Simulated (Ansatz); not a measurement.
C (model structure, I4/mmm, No. 139, 4 atoms in the cell), treated with G0W0@PBEsol (Ansatz, a program for electronic structure, plane waves, hard PAW, contour deformation).

The cell is the one relaxed with PBEsol. Conventional cell: a = 4.3564 Å, b = 4.3564 Å, c = 2.4989 Å, α = 90.00°, β = 90.00°, γ = 90.00°.

The quasiparticle gap at Γ at a fixed k mesh 6×6×6:

```csv
response cutoff,value (eV)
"150 eV, 182 empty bands",7.018
"200 eV, 280 empty bands",7.073
"250 eV, 391 empty bands",7.102
"300 eV, 514 empty bands",7.115
```

Problem. Taking the value to converge with the response cutoff E as E^(−3/2), extrapolate from the last two rows.

Solution. With y = y∞ + c/w and weights w = 3953 and 5196 for the last two rows, y∞ = (w2 y2 − w1 y1)/(w2 − w1) = (5196 × 7.115 − 3953 × 7.102)/1243 = 7.156 eV, which lies 0.041 beyond the last row. Successive pairs of rows give 7.175, 7.175, 7.156. The limit also hangs on the law assumed, so its last digits aren't firm.

The other settings are not extrapolated, so this is the limit in one setting alone.

At the last cutoff the smallest gap on this mesh is 3.88 eV, with an edge away from Γ.

A model structure was made by putting elements into a prototype or built by hand; it is no filed structure, need not be a known phase, and can be a saddle point held by its symmetry.
